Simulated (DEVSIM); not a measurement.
System: illuminated Si n-on-p cell, one wavelength, at 300 K.

```tsv
layer (left to right)	material	thickness (μm)	Nd (cm⁻³)	Na (cm⁻³)	τn (s)	τp (s)	absorption coefficient (cm⁻¹)
1	Si	0.480	2.8e18	-	2.3e-7	1.4e-7	37000
2	Si	90.0	-	6.9e15	5.1e-6	5.1e-6	37000
```

Left contact: ohmic, minority hole recombination velocity 4e5 cm/s. Right contact: ohmic, minority electron recombination velocity 5e6 cm/s. Voltage is applied to the left contact. Recombination: SRH at mid-gap, radiative, Auger. Light enters at the left, 1.1e17 photons cm⁻² s⁻¹, one pass, no reflection. Mobility is constant in doping.

This is a model device: material constants are rounded textbook-type values typed into the input, and sizes, dopings and lifetimes were drawn at random. Values at 300 K.

| parameter | Si |
|---|---|
| gap (eV) | 1.124 |
| affinity (eV) | 4.05 |
| permittivity | 11.7 |
| Nc (cm⁻³) | 2.86e19 |
| Nv (cm⁻³) | 3.1e19 |
| μn (cm²/Vs) | 1417 |
| μp (cm²/Vs) | 470 |
| B (cm³/s) | 4.7e-15 |
| Cn (cm⁶/s) | 2.8e-31 |
| Cp (cm⁶/s) | 9.9e-32 |

Simulated with DEVSIM: 1D drift-diffusion, Boltzmann statistics, complete ionisation; no tunnelling, impact ionisation, image-force lowering or self-heating.

**Question.** Tabulate band edges, carrier densities and field at 2.0 V on the left contact, in the dark.

**Answer.** Energies count from the Fermi level of the right contact; mesh points crowd at the junctions.

```json
[
 {"x (μm)": "0.000", "Ec (eV)": "-1.940", "Ev (eV)": "-3.064", "n (cm⁻³)": "2.8e18", "p (cm⁻³)": "< 1e2", "field (V/cm)": "≈ 0"},
 {"x (μm)": "0.03320", "Ec (eV)": "-1.940", "Ev (eV)": "-3.064", "n (cm⁻³)": "2.8e18", "p (cm⁻³)": "< 1e2", "field (V/cm)": "≈ 0"},
 {"x (μm)": "0.1027", "Ec (eV)": "-1.940", "Ev (eV)": "-3.064", "n (cm⁻³)": "2.8e18", "p (cm⁻³)": "< 1e2", "field (V/cm)": "≈ 0"},
 {"x (μm)": "0.2589", "Ec (eV)": "-1.940", "Ev (eV)": "-3.064", "n (cm⁻³)": "2.8e18", "p (cm⁻³)": "< 1e2", "field (V/cm)": "≈ 0"},
 {"x (μm)": "0.4179", "Ec (eV)": "-1.940", "Ev (eV)": "-3.064", "n (cm⁻³)": "2.8e18", "p (cm⁻³)": "< 1e2", "field (V/cm)": "≈ 0"},
 {"x (μm)": "0.4671", "Ec (eV)": "-1.940", "Ev (eV)": "-3.064", "n (cm⁻³)": "2.8e18", "p (cm⁻³)": "< 1e2", "field (V/cm)": "1000"},
 {"x (μm)": "0.4936", "Ec (eV)": "-1.791", "Ev (eV)": "-2.915", "n (cm⁻³)": "8.7e15", "p (cm⁻³)": "< 1e2", "field (V/cm)": "76000"},
 {"x (μm)": "0.5739", "Ec (eV)": "-1.219", "Ev (eV)": "-2.343", "n (cm⁻³)": "2100000", "p (cm⁻³)": "130", "field (V/cm)": "67000"},
 {"x (μm)": "0.7453", "Ec (eV)": "-0.228", "Ev (eV)": "-1.352", "n (cm⁻³)": "340", "p (cm⁻³)": "1000", "field (V/cm)": "49000"},
 {"x (μm)": "1.137", "Ec (eV)": "0.860", "Ev (eV)": "-0.264", "n (cm⁻³)": "< 1e2", "p (cm⁻³)": "1.2e15", "field (V/cm)": "7300"},
 {"x (μm)": "2.128", "Ec (eV)": "0.907", "Ev (eV)": "-0.217", "n (cm⁻³)": "200", "p (cm⁻³)": "6.9e15", "field (V/cm)": "≈ 0"},
 {"x (μm)": "5.915", "Ec (eV)": "0.907", "Ev (eV)": "-0.217", "n (cm⁻³)": "1000", "p (cm⁻³)": "6.9e15", "field (V/cm)": "≈ 0"},
 {"x (μm)": "13.31", "Ec (eV)": "0.907", "Ev (eV)": "-0.217", "n (cm⁻³)": "2500", "p (cm⁻³)": "6.9e15", "field (V/cm)": "≈ 0"},
 {"x (μm)": "32.01", "Ec (eV)": "0.907", "Ev (eV)": "-0.217", "n (cm⁻³)": "6200", "p (cm⁻³)": "6.9e15", "field (V/cm)": "≈ 0"},
 {"x (μm)": "70.59", "Ec (eV)": "0.907", "Ev (eV)": "-0.217", "n (cm⁻³)": "13000", "p (cm⁻³)": "6.9e15", "field (V/cm)": "≈ 0"},
 {"x (μm)": "82.05", "Ec (eV)": "0.907", "Ev (eV)": "-0.217", "n (cm⁻³)": "15000", "p (cm⁻³)": "6.9e15", "field (V/cm)": "≈ 0"},
 {"x (μm)": "87.06", "Ec (eV)": "0.907", "Ev (eV)": "-0.217", "n (cm⁻³)": "16000", "p (cm⁻³)": "6.9e15", "field (V/cm)": "≈ 0"},
 {"x (μm)": "89.04", "Ec (eV)": "0.907", "Ev (eV)": "-0.217", "n (cm⁻³)": "17000", "p (cm⁻³)": "6.9e15", "field (V/cm)": "≈ 0"},
 {"x (μm)": "90.06", "Ec (eV)": "0.907", "Ev (eV)": "-0.217", "n (cm⁻³)": "17000", "p (cm⁻³)": "6.9e15", "field (V/cm)": "≈ 0"},
 {"x (μm)": "90.32", "Ec (eV)": "0.907", "Ev (eV)": "-0.217", "n (cm⁻³)": "17000", "p (cm⁻³)": "6.9e15", "field (V/cm)": "≈ 0"},
 {"x (μm)": "90.43", "Ec (eV)": "0.907", "Ev (eV)": "-0.217", "n (cm⁻³)": "17000", "p (cm⁻³)": "6.9e15", "field (V/cm)": "≈ 0"},
 {"x (μm)": "90.48", "Ec (eV)": "0.907", "Ev (eV)": "-0.217", "n (cm⁻³)": "17000", "p (cm⁻³)": "6.9e15", "field (V/cm)": "≈ 0"}
]
```
